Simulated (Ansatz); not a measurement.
System: BiVO₄ (I4₁/a, No. 88, 12 atoms in the cell; start mp-23044; high-temperature phase). Method: HSE06 (Ansatz, an electronic-structure program, plane waves, PAW).

Run with plane-wave cutoff 460 eV, 6×6×6 k mesh, Fermi–Dirac smearing 0.01 eV, no spin polarisation, scalar-relativistic PAW data made under PBE.

Cell (relaxed with PBEsol):

BiVO₄ is modelled in the tetragonal space group I4₁/a, origin choice 1 (No. 88), Pearson symbol tI24. Lattice parameters: a = b = 5.1072 Å, c = 11.5765 Å, α = β = γ = 90.00°. V on 4b sees 4 O at 1.724 Å (tetrahedral). Bi on 4a has 8 O at 2.422–2.461 Å. O on 16f is coordinated by 1 V at 1.724 Å and 2 Bi at 2.422–2.461 Å (trigonal planar). (Neighbours: up to the widest gap in distance over summed covalent radii, below 1.35, at either atom; cation-cation and far metal-metal contacts left out.)
(The calculation used a cell of 12 atoms; values per cell refer to that cell.)

Question: Predict the band gap, smallest direct gap on the k points sampled and Γ–Γ gap.

Answer: 
- band gap = 3.27 eV (on the SCF k mesh)
- smallest direct gap on the k points sampled = 3.39 eV
- Γ–Γ gap = 4.24 eV

Note: held by symmetry at 0 K, a high-temperature phase can be a saddle point; cell and atoms aren't relaxed at this level (largest force component 0.44 eV/Å, pressure -1.2 GPa).

Spin–orbit coupling is not included; with these elements it can move the gap by several tenths of an eV or more.

Static lattice: no zero-point or thermal effects.

Cost on a shared machine: very roughly 10 core-minutes.

A start named mp-… is a Materials Project structure, which need not be a measured phase.
